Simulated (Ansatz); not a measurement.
MgO (rock salt, Fm-3m), the quasi-harmonic free energy with DFT at the PBEsol level (Ansatz, a first-principles code). The pressure is 15 GPa. The structure is held there; whether it is the stable one at that pressure was not tested.

```
T (K)  α_L (10⁻⁶/K)  C_P (J/mol/K)  bulk modulus B_T (GPa)     γ
-----  ------------  -------------  ----------------------  ----
100             1.3            6.5                     212  1.31
150             3.3           16.0                       …  1.37
450             9.3           43.3                     204  1.43
500             9.7           44.7                     203  1.43
700            10.6           48.2                     198  1.44
750            10.8              …                     196  1.44
950            11.4           50.4                     191  1.45
1000           11.5           50.7                     189  1.46
```

Q: Fill in the missing entries.

A: 
- 150, bulk modulus B_T (GPa): 211
- 750, C_P (J/mol/K): 48.7

The crystal is held in this phase throughout; melting and phase transitions are not modelled.

The PAW data sets were generated under PBE and serve the other functionals too.
